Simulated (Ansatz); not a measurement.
The parent structure is a 16-atom supercell of GaAs in the zinc blende structure (space group F-43m, No. 216) at its relaxed geometry.

```xyz
16
Lattice="0.0000 5.7456 5.7456 5.7456 0.0000 5.7456 5.7456 5.7456 0.0000" Properties=species:S:1:pos:R:3 pbc="T T T"
As     4.3092     4.3092     4.3092
As     7.1820     7.1820     4.3092
As     7.1820     4.3092     7.1820
As    10.0548     7.1820     7.1820
As     4.3092     7.1820     7.1820
As     7.1820    10.0548     7.1820
As     7.1820     7.1820    10.0548
As    10.0548    10.0548    10.0548
Ga     0.0000     0.0000     0.0000
Ga     2.8728     2.8728     0.0000
Ga     2.8728     0.0000     2.8728
Ga     5.7456     2.8728     2.8728
Ga     0.0000     2.8728     2.8728
Ga     2.8728     5.7456     2.8728
Ga     2.8728     2.8728     5.7456
Ga     5.7456     5.7456     5.7456
```

Calculations: Kohn–Sham DFT with the PBE functional, run in Ansatz (a first-principles code) with PAW and 420 eV plane waves, without spin-orbit coupling.

Base values:

The mean distance from the defect site to its nearest host atoms is 2.49 Å.

It is then changed as follows: one Ga atom is removed, atoms relaxed at fixed cell, starting from a slightly rattled geometry.

What does the calculation give for the mean distance from the defect site to its nearest host atoms after the change?

The mean distance from the defect site to its nearest host atoms decreases by 0.08 Å to 2.41 Å.

What happens to the largest displacement of a host atom from its site in the perfect cell?

The largest displacement of a host atom from its site in the perfect cell comes out as 0.09 Å.

Other magnetic orders, which the real material may have, were not ruled out. In so small a cell the defect repeats every few ångströms: this is an ordered compound, not a dilute defect. The defect cell is spin-polarised and ends with 0.6 μB, a fractional moment that hangs on the mesh and smearing.
